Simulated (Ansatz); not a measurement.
An Ansatz (a first-principles code) run: hypothetical fluorite TeO2 with a change (biaxial strain +0.25 %, plane normal [001], relaxed out of plane); r2SCAN in Ansatz (plane waves to 500 eV, PAW, no SOC).

Input:

Ansatz 0.2 input:
```yaml
crystal:
  lattice:
    - [3.7820031978, 0, 0]
    - [0, 3.7820031978, 0]
    - [1.8910015989, -1.8910015989, 2.6642765661]
  atoms:
    - { symbol: Te, position: [0, 0, 0] }
    - { symbol: O, position: [0.75, 0.75, 0.5] }
    - { symbol: O, position: [0.25, 0.25, 0.5] }
basis: { ecutwfc: 500, ecutrho_ratio: 4, xc_grid: 4, fft_grid_basis: typed }
kpoints: { mp_grid: { grid: [11, 11, 11] } }
hamiltonian:
  xc: r2scan
  dispersion: none
  pseudopotentials: { kind: paw }
scf: { occupations: { method: fermi_dirac, width: 0.05 } }
relax: { f_tol: 0.005, max_steps: 50, cell: { stress_tol: 0.01, fix: [a, b, gamma] } }
output: { forces: true, stress: true }
checkpoint: { write: state.ck, write_every: 1000 }
```

Output (explanatory and most iteration lines left out):

```
Relaxation: its limit of steps is 50 (relax.max_steps)
Pseudopotential: Te, paw, valence charge 16
Pseudopotential: O, paw, valence charge 6
Crystal: 3 atoms, lattice volume = 38.109 Å³
Basis set: ecut = 500 eV, 941 PW (Γ), exchange–correlation on 120×120×120 points (64 copies of the dense FFT grid, shifted against one another)
Bands: 18, of which v1, the nominal top of the filled ones, is band 14 counted from 1 (13 counted from 0)
Symmetry: 16 space group operations
Space group: I4/mmm (ITA 139), of the structure as read, at distance tolerance 3.4e-5 Å
k-points: 126 of 1331
Functional: x = r2scan, c = r2scan; τ floored in thin density (d = 2e-4 eV/Å³)
SCF iter   1: F=—  HF=-8128.596224 eV  |F-HF|=—  |Δ(HF+E_count)|=         —  Δρ=1.58e-2  dr2=1.22e-1  dr2_τ=1.15e-1  ethr=1.77e-3  ⟨swp⟩=5.9  Hψ=11971  notcnv=0
SCF iter   2: F=—  HF=-8128.648994 eV  |F-HF|=—  |Δ(HF+E_count)|=   5.28e-2  Δρ=1.29e-2  dr2=3.65e-2  dr2_τ=9.27e-3  ethr=4.37e-4  ⟨swp⟩=3.0  Hψ=5264  notcnv=0
SCF 1 converged in 7 iterations: F = -8128.640557 eV  dr2 = 2.63e-9
relax step   1: F+E_penalty+E_count = -8128.64055686 eV  Δ(F+E_penalty+E_count) = +0.000e0 eV  max|allowed force component| = 2.776e-17 eV/Å  Δτ_max = 0.0000 Å  P = -0.666 GPa  Ω = 38.109 Å³  fix = [a, b, gamma]  reactions: a -1.001, b -1.001 GPa  (7 SCF iters, dr2 threshold 1.00e-7 eV, accepted)
Crystal: 3 atoms, lattice volume = 38.109 Å³
SCF iter   1: F=—  HF=-8128.640557 eV  |F-HF|=—  |Δ(HF+E_count)|=         —  Δρ=2.50e-6  dr2=2.65e-9  dr2_τ=9.47e-11  ethr=1.39e-8  ⟨swp⟩=3.7  Hψ=19119  notcnv=0
SCF iter   2: F=—  HF=-8128.640557 eV  |F-HF|=—  |Δ(HF+E_count)|=   9.25e-8  Δρ=2.07e-6  dr2=1.16e-9  dr2_τ=2.41e-10  ethr=9.47e-12  ⟨swp⟩=2.6  Hψ=4224  notcnv=0
SCF 2 converged in 5 iterations: F = -8128.640557 eV  dr2 = 1.37e-14
SCF converged after 5 iterations
Free energy (F): -8128.640557 eV
Internal energy: -8128.640556 eV  (E = F + TS)
E sigma→0 (E₀):  -8128.640557 eV
Entropy (-TS):   -0.000001 eV (-0.000 meV/atom)
Fermi energy:    12.052334 eV
--- Forces (eV/Å), atoms counted from 1 ---
  atom   1  Te     0.00000000     0.00000000     0.00000000
  atom   2  O     -0.00000000     0.00000000     0.00000000
  atom   3  O      0.00000000     0.00000000    -0.00000000
--- Stress (GPa, compression-positive) ---
       -1.000794       0.000000       0.000000
        0.000000      -1.000794       0.000000
        0.000000       0.000000       0.003476
  P = ⅓ Tr σ = -0.6660 GPa (-6.660 kbar)
--- Relaxed structure (1 steps of the walk, 1 accepted, 1 SCFs on fresh bases) ---
  cell:  # Å, volume = 38.1086 Å³
    - [3.7820031978, 0.0, 0.0]
    - [0.0, 3.7820031978, 0.0]
    - [1.8910015989, -1.8910015989, 2.6642765661]
  atoms:
    - { symbol: Te, position: [0.0, 0.0, 0.0] }
    - { symbol: O, position: [0.7499999999999999, 0.75, 0.5] }
    - { symbol: O, position: [0.24999999999999994, 0.25, 0.5] }
```

Spin-orbit coupling, missing from the scalar runs, can matter with Te. Stability against distortions was not tested. The cell was made from TeO$_{2}$ in the fluorite structure (space group Fm-3m, No. 225; a hypothetical phase, not in the database extracts checked) by this change: biaxial strain +0.25 %, plane normal [001], relaxed out of plane.
